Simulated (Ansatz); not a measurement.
## Te on the As site in zinc-blende GaAs

All values below come from PBE, PAW (plane waves to 420 eV; Ansatz, a first-principles code). A 2×2×2 supercell of 64 sites was used; the energies come from a 2×2×2 shifted sampling of its zone. Site at the start: the As site. Charged cells carry a point-charge image correction with potential alignment at far atoms. Dielectric constants: PBE linear response of the host. Host gap at this level: 0.16 eV. Finite-size and sampling errors can reach tenths of an eV here. PBE closes or nearly closes this host's gap, so even the neutral cell can hold carriers in host bands. Spin–orbit coupling is left out, which matters for these heavy elements. Each state is the lowest found from its start.

Formation energies E_f are given with the Fermi level at the valence-band maximum. Chemical conditions: As-rich (Δμ(As) = 0.00 eV, Δμ(Te) = -0.026 eV, bounded by Te3As2 (C2/m); only phases computed here count, gases as isolated molecules at 0 K). Reference phases: As: rhombohedral As, Te: trigonal Te.

Charges from +1 to −1 were run; one beyond them could lie lower near a band edge.

| charge | moment (μB) | largest move off a lattice site (Å) | image correction with alignment (eV) | E_f, As-rich (eV) |
|---|---|---|---|---|
| +1 | not spin-polarised | 0.22 | 0.18 | -0.02 |
| 0* | quenched | 0.23 | – | – |
| −1* | not spin-polarised | 0.23 | – | – |

* At this level the carrier isn't localised at the defect: at charge 0 electrons occupy the conduction band; at charge −1 electrons occupy the conduction band. Such a state is shallow or no state of the defect, and this cell gives it no level.

Starting moments that weren't kept: charge 0 began with 1 μB and ended with 0.0.
